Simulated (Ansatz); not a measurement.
System: CsCl-type CoGa. Method: r²SCAN (Ansatz, an electronic-structure program, PAW).

Settings: plane-wave cutoff 600 eV, 16×16×16 k mesh, Fermi–Dirac smearing 0.1 eV, finite displacements, force constants from a 4×4×4 q mesh, no spin polarisation, scalar-relativistic PAW data made under PBE.

Computed at the level's own relaxed cell.

```cif
data_CoGa
_chemical_formula_sum 'Ga1 Co1'
_space_group_name_H-M_alt 'Pm-3m'
_space_group_IT_number 221
_space_group_name_Hall '-P 4 2 3'
_cell_length_a 2.84415
_cell_length_b 2.84415
_cell_length_c 2.84415
_cell_angle_alpha 90.000
_cell_angle_beta 90.000
_cell_angle_gamma 90.000
loop_
_atom_site_label
_atom_site_type_symbol
_atom_site_symmetry_multiplicity
_atom_site_Wyckoff_symbol
_atom_site_fract_x
_atom_site_fract_y
_atom_site_fract_z
_atom_site_occupancy
Ga1 Ga 1 b 0.50000 0.50000 0.50000 1
Co1 Co 1 a 0.00000 0.00000 0.00000 1
```

Harmonic phonon frequencies (cm⁻¹; i marks an imaginary mode):

| q point | frequencies |
|---|---|
| Γ | 0 0 0 245 245 245 |
| R | 215 215 215 222 222 222 |

No imaginary mode appears at these points.
